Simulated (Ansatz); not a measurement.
Strongest site found for several adsorbates on hcp Co, ferromagnetic (0001).

These are PBE (plane waves to 420 eV, PAW; Ansatz, a program for electronic structure) values and carry that method's errors.

Counted are starts at which the adsorbate stayed whole and on top. Thin slabs; no dispersion, zero-point or thermal terms; negative values mean binding.

```tsv
adsorbate, area an adsorbate	reference	bonded to	E_ads (eV)	shortest bond to the host (Å)
N, 48 Å²	½ N2(g)	3 Co	-0.36	1.76
CH3, 22 Å²	CH4(g) − ½ H2(g)	3 Co	…	2.15
C, 48 Å²	an atom of graphite	3 Co	0.96	1.77
Cl, 48 Å²	½ Cl2(g)	3 Co	-2.15	2.34
Sn, 22 Å²	an atom of beta tin	3 Co	-0.72	2.61
H, 48 Å²	½ H2(g)	3 Co	-0.55	1.74
Si, 5 Å²	an atom of silicon	3 Co	…	2.43
S, 48 Å²	⅛ S8(g)	3 Co	…	…
NH2, 22 Å²	NH3(g) − ½ H2(g)	2 Co	…	1.97
```

Question: Complete the blanks.

Answer: 
- CH3, 22 Å², E_ads (eV): 0.53
- Si, 5 Å², E_ads (eV): -0.34
- S, 48 Å², E_ads (eV): -2.07
- S, 48 Å², shortest bond to the host (Å): 2.18
- NH2, 22 Å², E_ads (eV): -0.09
